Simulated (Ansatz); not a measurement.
Consider TiO$_{2}$ in the anatase structure (space group I4_1/amd, No. 141).

```cif
data_O8Ti4
_chemical_formula_sum 'Ti4 O8'
_space_group_name_H-M_alt 'I41/amd :1'
_space_group_IT_number 141
_space_group_name_Hall 'I 4bw 2bw -1bw'
_cell_length_a 3.77787
_cell_length_b 3.77787
_cell_length_c 9.58378
_cell_angle_alpha 90.000
_cell_angle_beta 90.000
_cell_angle_gamma 90.000
loop_
_atom_site_label
_atom_site_type_symbol
_atom_site_symmetry_multiplicity
_atom_site_Wyckoff_symbol
_atom_site_fract_x
_atom_site_fract_y
_atom_site_fract_z
_atom_site_occupancy
Ti1 Ti 4 b 0.00000 0.00000 0.50000 1
O1 O 8 e 0.00000 0.00000 0.29273 1
```
(The calculation used a cell of 6 atoms; values per cell refer to that cell.)

All numbers come from r2SCAN, PAW, 500 eV (Ansatz, a first-principles code; no spin-orbit coupling).

Base values:

- Gap between the host's bands: 2.53 eV
- Gap character: indirect, Γ–X (87 % along) → Γ

One thing is altered: electron doping at 5.0×10^21 cm⁻³ (0.342 per cell), with a uniform compensating background at fixed cell and a 300 K Fermi–Dirac width.

Question: How does this affect the gap between the host's bands?

Answer: The gap between the host's bands rises by 0.21 eV, from 2.53 eV to 2.74 eV.

Question: Estimate the effect on the Fermi level from band edge.

Answer: The Fermi level relative to the doped band's edge (positive inside the band; to 0.05 eV) amounts to +0.70 eV.

Question: Estimate the effect on the gap character.

Answer: The gap character remains indirect, Γ–X (87 % along) → Γ.

Charged cell with a jellium background: band edges are those of the host's band count, energies are not comparable with the neutral cell, and many-body gap narrowing is missing. Whether these cells are dynamically stable was not tested. The final runs are not spin-polarised.
